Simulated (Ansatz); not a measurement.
# Formation energy of W_Al in Al (fcc, Fm-3m): levels of theory

Subject: the formation energy of W_Al in Al (fcc, Fm-3m). Reaction: 63 Al (fcc) + W (bcc) → cell A.

A: a supercell of 64 sites of Al (fcc, Fm-3m) with W on an Al site (12 Al at 2.81 Å); spin state with PBE: run without spin.

Ansatz (a program for electronic structure) with PAW potentials; structures come from PBE relaxations, nuclei static, no net charge. Ansatz runs with its PAW set soft_1. Other levels take these structures. The lattices are those relaxed with PBE, so at other levels the solids can be strained, which adds to the spread. Larger cells are relaxed from a start prepared with the learned potential CHGNet, on a coarser mesh till forces fall under 0.03 eV/Å, which some starts already meet. A dispersion term (D3(BJ), or D4 for r2SCAN) was computed beside these levels and is taken off wherever the name lacks it. Space groups of crystals are read within 0.01 Å. The runs are scalar-relativistic, without spin-orbit coupling. Mesh and cell size may move defect energies by 0.1 eV or more. Cell A has symmetry Fm-3m within 0.02 Å and got no random move, so less symmetric positions, which may lie lower, weren't tried.

```tsv
Level	value (eV)
PBE	-0.23
PBE+D3(BJ)	-0.16
LDA	-0.15
PBEsol	-0.15
RPBE	___
r2SCAN+D4	___
```

Task: Fill in the missing entries.

Result: 
- RPBE, value (eV): -0.26
- r2SCAN+D4, value (eV): -0.18

The levels shown span 0.11 eV, from RPBE (-0.26) to LDA (-0.15).

Rough cost of one single point on Al (fcc), against PBEsol's on the same shared machine and with each level's own mesh and cutoff: r2SCAN within a factor of 2.
